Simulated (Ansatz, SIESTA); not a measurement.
One structure in several programs: CdPd3 (I4/mmm, 4 atoms in the cell)

Relaxation of cell and atoms.

```xyz
4
Lattice="-1.9552 1.9552 3.8816 1.9552 -1.9552 3.8816 1.9552 1.9552 -3.8816" Properties=species:S:1:pos:R:3 pbc="T T T"
Cd     0.0000     0.0000     0.0000
Pd     0.0000     1.9552     1.9408
Pd     1.9552     0.0000     1.9408
Pd     0.0000     0.0000     3.8816
```

Shared settings, as Ansatz (an electronic-structure program) writes them: kpoints.mp_grid.grid = 8 8 8; scf.occupations.method = fermi_dirac; scf.occupations.width = 0.1 eV. Potentials and cutoffs stand in the table.

```
code                                                                                                                            model  final volume (Å³/atom)       cutoff
------  -----------------------------------------------------------------------------------------------------------------------------  ----------------------  -----------
SIESTA  GGA PBEsol, numerical atomic orbitals DZP, PseudoDojo PBEsol standard norm-conserving potentials (rewritten from UPF to PSML)                   15.26  grid 300 Ry
Ansatz                                                                                                PBEsol, PAW files made with PBE                   15.47       420 eV
```

On Ansatz's run: spin polarisation is off.

The spread over the programs that give each value: final volume within 0.21 Å³/atom.

SIESTA uses small atom-centred bases, whose incompleteness enters pressures, forces and empty levels differently from a plane-wave cutoff. The programs treat the finite-basis stress differently while the cell relaxes: Ansatz adds an estimate of it.

The starting cell comes from a database of computed structures (which also holds hypothetical and non-ambient phases and stackings), without a prior relaxation at this level. Its lattice was rescaled by a random factor within 2.5 % of one.

Keys are those of Ansatz 0.2.
